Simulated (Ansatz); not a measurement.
# Hypothetical fluorite TeO2: carrier doping

The reference is TeO2 in the fluorite structure (space group Fm-3m, No. 225; a hypothetical phase, not in the database extracts checked).

```yaml
crystal:
  lattice:
    - [0.00000, 2.66186, 2.66186]
    - [2.66186, 0.00000, 2.66186]
    - [2.66186, 2.66186, 0.00000]
  atoms:
    - { symbol: Te, position: [0.00000, 0.00000, 0.00000] }
    - { symbol: O, position: [0.25000, 0.25000, 0.25000] }
    - { symbol: O, position: [0.75000, 0.75000, 0.75000] }
```

Carriers are added at fixed cell with a uniform background; the Fermi–Dirac width is that of 300 K.

Computed with PBEsol/PAW in Ansatz (a first-principles code), spin-orbit coupling left out.

Notes on the quantities. Fermi level from band edge: Fermi level relative to the doped band's edge (positive inside the band; to 0.05 eV).

```tsv
hole density (10^21 cm⁻³)	Fermi level from band edge (eV)
1.5	0.15
2	?
7	0.40
10	0.50
```

Task: Fit E_F = C n^s, fitted as a line in log–log form (a parabolic band gives s = 2/3) to the rows shown and predict the withheld row.

Result: Least squares on the printed values gives C = 0.12 eV, s = 0.64 (largest residual 0.00 eV); this predicts 0.18 eV, and the run gives 0.20 eV, in agreement.

Carriers are added with a uniform compensating background; total energy and stress of such cells depend on the potential's zero and are not compared; many-body gap narrowing is missing at this level. Stability against distortions was not tested.
